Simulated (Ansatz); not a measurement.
The starting structures come from a database of crystals and need not be the phases stable at ambient conditions.

By PBEsol, the system below comes out a metal.

Without scattering a metal conducts by its projected Fermi surface.

```yaml
crystal:
  lattice:
    - [4.48825, 0.00000, 0.00000]
    - [0.00000, 7.63391, 0.00000]
    - [0.00000, 3.81696, 2.32663]
  atoms:
    - { symbol: Ga, position: [0.75000, 0.66555, 0.34414] }
    - { symbol: Ga, position: [0.25000, 0.33445, 0.65586] }
    - { symbol: Ga, position: [0.25000, 0.00969, 0.65586] }
    - { symbol: Ga, position: [0.75000, 0.99031, 0.34414] }
```

Space group of this cell: Cmcm. The cell is taken as given.

The current flows along the normal of the first two printed cell vectors. No spin-orbit coupling; the value is a mean over 0.1 eV about the Fermi level.

Task: Give the ballistic conductance per area that PBEsol in Ansatz (a first-principles code) yields.

Result: 0.27 × 10¹⁵ S/m² for both spins.
